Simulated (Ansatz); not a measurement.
GeSb2Te4, pressure series

Take GeSb$_{2}$Te$_{4}$ (space group R-3m, No. 166; a = 4.2480 Å, c = 40.1920 Å (hexagonal axes)) as the base.

Cell and atoms are relaxed at each pressure.

Level of theory: PBE-D3(BJ) (Ansatz, a quantum-chemistry and plane-wave program), no spin-orbit coupling.

Notes on the quantities. enthalpy: H = E + PV relative to the base's energy.

| case | enthalpy | band gap | volume per atom |
|---|---|---|---|
| base | – | 0.10 eV | 29.91 Å³ |
| pressure −1 GPa | -0.19 eV/atom | ___ | 30.77 Å³ |
| pressure 0.3 GPa | +0.06 eV/atom | 0.07 eV | ___ |
| pressure 0.7 GPa | +0.13 eV/atom | zero | 29.44 Å³ |
| pressure 1.5 GPa | +0.28 eV/atom | zero | 28.97 Å³ |
| pressure 3 GPa | +0.54 eV/atom | zero | 28.20 Å³ |
| pressure 5 GPa | +0.89 eV/atom | zero | 27.35 Å³ |
| pressure 7.5 GPa | +1.31 eV/atom | zero | ___ |
| pressure 10 GPa | +1.71 eV/atom | zero | 25.56 Å³ |

Question: Complete the table.

Answer: 
- pressure −1 GPa, band gap: 0.22 eV
- pressure 0.3 GPa, volume per atom: 29.70 Å³
- pressure 7.5 GPa, volume per atom: 26.43 Å³

A case with no gap was solved on a k-mesh chosen for an insulator, which is coarse for it. With Sb and Te present, leaving out spin-orbit coupling can change the band edges. Load acts through the strain it causes; cell and atoms are relaxed under it. Whether these cells are dynamically stable was not tested. Competing high-pressure phases were not computed. All final runs are without spin polarisation. Gaps under 0.05 eV, about the width of the smearing, are given as zero. The D3 term's C6 switches between coordination references near this geometry, which can add small steps to energies. The zero or small gap of GeSb2Te4 can change with the level of theory.
